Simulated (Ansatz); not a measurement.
Output of an Ansatz run (abridged):

```
WARN ansatz: RAYON_NUM_THREADS=1 ignored (pool sized by the plan → 1); use --threads N
Pseudopotentials: kind: paw
Pseudopotential: Zn, paw, valence charge 12
Pseudopotential: Rh, paw, valence charge 17
Crystal: 2 atoms, lattice volume = 26.737 Å³
Basis set: ecut = 420 eV, 485 PW (Γ)
Bands: 19, of which v1, the nominal top of the filled ones, is band 15 counted from 1 (14 counted from 0)
Symmetry: 48 space group operations
Space group: Pm-3m (ITA 221), of the structure as read, at distance tolerance 3.0e-5 Å
k-points: 120 of 3375
PAW frozen core: Zn, regenerated for the run's functional, and the local potential with it
PAW frozen core: Rh, regenerated for the run's functional, and the local potential with it
Initial density: superposition of atomic densities (neutral atoms: chi_scale 0, normalization atom), corrected by the library's trained network
Initial wavefunctions: pseudopotential atomic-orbital guess
Eigensolver: davidson
Functional: x = slater, c = lda
SCF iter   1: F=—  HF=-9525.672539 eV  |F-HF|=—  |Δ(HF+E_count)|=         —  Δρ=1.49e-2  dr2=7.06e-2  ethr=1.77e-3  ⟨swp⟩=5.0  Hψ=10225  notcnv=0
all-band conjugate gradients solve this SCF's bands
preconditioner: auto → none
SCF iter   2: F=—  HF=-9525.664836 eV  |F-HF|=—  |Δ(HF+E_count)|=   7.70e-3  Δρ=9.32e-3  dr2=3.25e-2  ethr=2.43e-4  ⟨swp⟩=1.0  Hψ=3240  notcnv=0
SCF iter   3: F=—  HF=-9525.658506 eV  |F-HF|=—  |Δ(HF+E_count)|=   6.33e-3  Δρ=3.04e-3  dr2=1.42e-3  ethr=1.12e-4  ⟨swp⟩=2.1  Hψ=3325  notcnv=0
SCF iter   4: F=—  HF=-9525.657833 eV  |F-HF|=—  |Δ(HF+E_count)|=   6.73e-4  Δρ=7.12e-4  dr2=6.05e-5  ethr=4.89e-6  ⟨swp⟩=2.0  Hψ=4020  notcnv=0  defer=7
SCF iter   5: F=—  HF=-9525.657815 eV  |F-HF|=—  |Δ(HF+E_count)|=   1.83e-5  Δρ=1.41e-4  dr2=1.23e-6  ethr=2.09e-7  ⟨swp⟩=2.0  Hψ=3186  notcnv=0  defer=7
SCF iter   6: F=-9525.657816 eV  HF=-9525.657816 eV  |F-HF|=7.85e-9  |Δ(HF+E_count)|=   1.45e-6  Δρ=9.88e-6  dr2=1.58e-8  ethr=3.45e-10  ⟨swp⟩=6.1  Hψ=10982  notcnv=0
SCF 1 converged in 6 iterations: F = -9525.657816 eV  dr2 = 1.58e-8
SCF converged after 6 iterations
Free energy (F): -9525.657816 eV
Harris-Foulkes:  -9525.657816 eV  (|F-HF|=7.85e-9)
Internal energy: -9525.611563 eV  (E = F + TS)
E sigma→0 (E₀):  -9525.634690 eV
Entropy (-TS):   -0.046254 eV (-23.127 meV/atom)
Fermi energy:    16.698085 eV
--- Per-component energies (eV) ---
  E_band       = -35.476739
  E_kinetic    = 708.390081
  E_local      = -3063.713430  (includes V_loc(G=0)·N_el)
  E_nonlocal   = 976.460762
  E_hartree    = 1173.166269
  E_xc         = -357.578520
  E_vxc        = -333.473103  (∫ρ·V_xc dr)
  E_paw        = -5218.634371  (= ΣΔE_a)
  E_vpaw       = -669.481836  (= ΣTr[D̂ρ^β])
  E_aug_tail   = 0.000431  (compensation charges beyond the density's cutoff)
  E_ewald      = -3745.882409
  E_core_change = 2.179624  (= ΣΔE_core)
  E_smearing   = -0.046254  (= −TS)
  E_closure    = -0.000000  (closes the sum)
  Σ components = -9525.657816   (vs F -9525.657816, Δ=0.00e0)
--- Forces (eV/Å), atoms counted from 1 ---
  atom   1  Zn     0.00000000    -0.00000000     0.00000000
  atom   2  Rh    -0.00000000     0.00000000    -0.00000000
  max |Σ_I F_I| component: 5.39e-30 eV/Å
--- Stress (GPa, compression-positive) ---
       -8.878702       0.000000       0.000000
        0.000000      -8.878702       0.000000
        0.000000       0.000000      -8.878702
  P = ⅓ Tr σ = -8.8787 GPa (-88.787 kbar)
  The stress holds the Pulay correction. Without it, at fixed plane waves, as pw.x and ABINIT print it: P = -8.9665 GPa
--- Band table (eV; the first three rows and the last of 120) ---
  k-point 0: bands = ["-60.8089", "-28.7294", "-28.7294", "-28.7294", "7.7158", "9.5900", "9.5900", "10.3888", "10.3888", "10.3888", "14.0482", "14.0482", "16.6232", "16.6232", "16.6232", "24.2394", "24.2394", "24.2394", "31.7553"]
  k-point 1: bands = ["-60.8085", "-28.7355", "-28.7289", "-28.7289", "7.8021", "9.6065", "9.6158", "10.3856", "10.3856", "10.3945", "14.0376", "14.0733", "16.5293", "16.5293", "16.6172", "23.7343", "24.4276", "24.4277", "31.6222"]
  k-point 2: bands = ["-60.8073", "-28.7527", "-28.7275", "-28.7275", "8.0569", "9.6541", "9.6897", "10.3764", "10.3764", "10.4107", "14.0070", "14.1372", "16.2805", "16.2805", "16.6002", "22.5790", "24.9603", "24.9603", "31.2691"]
  k-point 119: bands = ["-60.7807", "-28.8378", "-28.8378", "-28.8378", "9.9972", "10.0126", "10.0126", "10.7532", "10.7532", "12.6044", "12.6898", "12.6898", "17.3465", "17.3465", "20.2734", "22.7402", "23.4110", "23.4110", "25.7905"]
```

The structure:

```xyz
2
Lattice="2.9902 0.0000 0.0000 0.0000 2.9902 0.0000 0.0000 0.0000 2.9902" Properties=species:S:1:pos:R:3 pbc="T T T"
Zn     1.4951     1.4951     1.4951
Rh     0.0000     0.0000     0.0000
```

Task: What input produced this log?

Result: Other spellings and defaults could give the same log, and not every line can be read from it. The input that was run (DFT, LDA (PW92), plane waves, default PAW files made with PBE):

Ansatz 0.2 input:
```yaml
# ZnRh
crystal:
  lattice:
    - [2.99023000, 0.00000000, 0.00000000]
    - [0.00000000, 2.99023000, 0.00000000]
    - [0.00000000, 0.00000000, 2.99023000]
  atoms:
    - { symbol: Zn, position: [0.50000000, 0.50000000, 0.50000000] }
    - { symbol: Rh, position: [0.00000000, 0.00000000, 0.00000000] }
basis:
  ecutwfc: 420.0
kpoints:
  mp_grid: { grid: [15, 15, 15] }
hamiltonian:
  xc: lda
  pseudopotentials: { kind: paw }
scf:
  occupations: { method: fermi_dirac, width: 0.1 }
output:
  forces: true
  eigenvalues: true
  stress: true
```

The starting cell comes from a database of computed structures (which also holds hypothetical and non-ambient phases and stackings), without a prior relaxation at this level. Spin polarisation is off. With a pressure of about -9 GPa the cell is away from its equilibrium volume at this level. Ansatz's pressure includes its estimate of the finite-basis (Pulay) stress.

Ansatz is a first-principles code.
